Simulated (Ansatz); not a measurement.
Ansatz (a program for electronic structure) run on BaIn2Rh (Cmcm, 8 atoms in the cell): relaxation of cell and atoms.

Computed with LDA (PW92), default PAW files made with PBE (plane waves; Ansatz).

The change in words: atoms on their sites; basis.ecutwfc: 420 eV → 210 eV; relax: default → cell and atoms. Reference geometry:
```
CELL_PARAMETERS angstrom
      2.26643    -5.94257     0.00000
      2.26643     5.94257     0.00000
      0.00000     0.00000     8.05282
ATOMIC_POSITIONS crystal
  Ba 0.04872 0.95128 0.25621
  Ba 0.95128 0.04872 0.75000
  In 0.67041 0.32959 0.55610
  In 0.32959 0.67041 0.44390
  In 0.32959 0.67041 0.05610
  In 0.67041 0.32959 0.94390
  Rh 0.21673 0.78327 0.75000
  Rh 0.78327 0.21673 0.25000
```

Reference input (self-consistent single point, DFT, LDA (PW92), plane waves, default PAW files made with PBE): basis.ecutwfc = 420 eV; kpoints.mp_grid.grid = 3 3 2; hamiltonian.xc = lda; hamiltonian.pseudopotentials = {kind: paw} (the program's default PAW files); scf.occupations.method = gaussian; scf.occupations.width = 0.1 eV. This run's input differs from it in these lines:

Ansatz 0.2 input:
```diff
@@ -6,3 +6,3 @@
   atoms:
-    - { symbol: Ba, position: [0.048720, 0.951280, 0.256209] }
+    - { symbol: Ba, position: [0.048720, 0.951280, 0.250000] }
     - { symbol: Ba, position: [0.951280, 0.048720, 0.750000] }
@@ -15,3 +15,3 @@
 basis:
-  ecutwfc: 420.0
+  ecutwfc: 210.0
 kpoints:
@@ -27,2 +27,4 @@
     width: 0.1
+relax:
+  cell: {}
 output:
```

Output (repeated stretches shortened):

```
   [... SCF lines of the steps left out ...]
relax step   1: F+E_penalty+E_count = -45911.13412162 eV  Δ(F+E_penalty+E_count) = +0.000e0 eV  max|allowed force component| = 2.189e-1 eV/Å  Δτ_max = 0.0000 Å  P = -5.517 GPa  Ω = 216.917 Å³  (8 SCF iters, dr2 threshold 1.00e-7 eV, accepted)
relax step   2: F+E_penalty+E_count = -45927.63861351 eV  Δ(F+E_penalty+E_count) = -1.650e1 eV  max|allowed force component| = 2.608e-1 eV/Å  Δτ_max = 0.0525 Å  P = +61.684 GPa  Ω = 196.293 Å³  energy of the carried Pulay correction = +2.026e1 eV  [...]
   [... lines left out ...]
relax step 119: F+E_penalty+E_count = -45912.78145009 eV  Δ(F+E_penalty+E_count) = -6.115e-4 eV  max|allowed force component| = 1.609e-3 eV/Å  Δτ_max = 0.0003 Å  P = +0.009 GPa  Ω = 194.630 Å³  energy of the carried Pulay correction = +1.098e0 eV  [...]
relax step 120: F+E_penalty+E_count = -45911.94587881 eV  Δ(F+E_penalty+E_count) = +8.356e-1 eV  max|allowed force component| = 5.089e-2 eV/Å  Δτ_max = 0.0000 Å  P = -1.589 GPa  Ω = 194.630 Å³  stress off target by 1.74e0 GPa  SCF on the basis [...]
basis re-selected at this cell: Δ(F+E_penalty+E_count) = +8.356e-1 eV, ΔP = -1.598 GPa vs the last step
   [... lines left out ...]
Free energy (F): -45911.945879 eV
Fermi energy:    12.340532 eV
Error: variable-cell relaxation did not converge after 120 `relax_step` rows, as none of its last 13 fresh-basis SCF(s) at a relaxed cell met both thresholds with a finite energy. The last misses `relax.f_tol` and `relax.cell.stress_tol`: largest allowed force component 5.09e-2 eV/Å (`relax.f_tol` 1.00e-2 eV/Å), stress off the target on the free part of the cell 1.74e0 GPa (`relax.cell.stress_tol` 5.00e-2 GPa), F+E_penalty+E_count -45911.94587881 eV. The closest is row 120, whose structure comes with this error. Larger ratio of force or stress to its threshold at each such SCF whose figures are numbers: 137.359, 133.807, 111.348, 97.449, 101.949, 94.271, 88.684, 84.058, 90.164, [...]
  cell:  # Å, volume = 194.6303 Å³
   [... lines left out ...]
    - [2.1653532446482084, 5.796065330694221, -2.0379122099395492e-17]
    - [1.2538246911307919e-30, -2.7615910883833974e-17, 7.75386962191203]
  atoms:
    - { symbol: Ba, position: [0.05595237744175624, 0.9440476225582437, 0.24999999999999997] }
    - { symbol: Ba, position: [0.9440476225582437, 0.05595237744175624, 0.7499999999999998] }
    - { symbol: In, position: [0.6627222300312647, 0.33727776996873515, 0.5619299932150968] }
    - { symbol: In, position: [0.33727776996873515, 0.6627222300312647, 0.4380700067849029] }
    - { symbol: In, position: [0.33727776996873515, 0.6627222300312647, 0.06192999321509704] }
    - { symbol: In, position: [0.6627222300312647, 0.33727776996873515, 0.9380700067849029] }
    - { symbol: Rh, position: [0.2231180496458915, 0.7768819503541085, 0.7499999999999998] }
    - { symbol: Rh, position: [0.7768819503541085, 0.2231180496458915, 0.24999999999999997] }
```

The relaxation ended unconverged.  The full log also holds: “iter 5 did not close the SCF: its close was put off for the readings that it lacked (scf_convergence_deferred on its scf_iter line)”. The full log also holds: “iter 5 did not close the SCF: its close was put off for the readings that it lacked (scf_convergence_deferred on its scf_iter line)”.

The starting cell comes from a database of computed structures (which also holds hypothetical and non-ambient phases and stackings), without a prior relaxation at this level. Its lattice was rescaled by up to half a per cent. The cutoff lies below the one recommended for these files.

Cost on one core of a shared machine: roughly 5 min.
